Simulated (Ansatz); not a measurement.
A (8,0) silicon nanotube, stretched and compressed along its axis from its relaxed period of 6.672 Å, atoms relaxed at each length.

The numbers are results of PBE (plane waves to 420 eV, PAW; Ansatz, a first-principles code), not measurements. Mesh 1×1×12. No spin polarisation. Periodic along z alone, with about 11 Å of vacuum beside it. A hypothetical model, rolled from the flat sheet. It keeps the symmetry and period of its start, so it need not be a minimum against all distortions. Buckling under compression is shut out by symmetry and the short period. Energies are free energies at a Fermi–Dirac width of 0.05 eV, from the unstrained cell.

```csv
strain (%),energy (meV a period),axial force (nN)
-3.0,+327,-5.18
-1.5,+84,-2.62
0.0,0,-0.04
+1.5,+76,+2.47
+3.0,+308,+4.95
+6.0,+1224,+9.62
```

The slope of the force at zero strain is 170 nN.
